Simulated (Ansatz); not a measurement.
Base system: Li2Se in the anti-fluorite structure (space group Fm-3m, No. 225; a = 5.9448 Å). Axes: x, y, z lie along the cube axes.

The values are results of DFT with PBEsol, PAW potentials and a 420 eV plane-wave cutoff in Ansatz (a quantum-chemistry and plane-wave program), no spin-orbit coupling, not measurements.

Base values:

| Item | Value |
|---|---|
| Band gap | 2.82 eV |
| Valence-band top at Γ | 0.00, 0.00, 0.00 eV |

One thing is altered: biaxial strain +0.83 %, plane normal [111], relaxed out of plane (Cartesian); in-plane vectors clamped, the third vector and the atoms free.

**Question.** How does this affect the band gap?

**Answer.** The band gap shrinks by 0.021 eV to 2.79 eV.

**Question.** Predict the new valence-band top at Γ.

**Answer.** The valence-band top at Γ (three highest levels, from the VBM) changes from 0.00, 0.00, 0.00 eV to 0.00, -0.05, -0.05 eV.

**Question.** Estimate the effect on the in-plane stress.

**Answer.** The mean in-plane stress (compression positive) comes out as -0.7 GPa.

Whether these cells are dynamically stable was not tested.
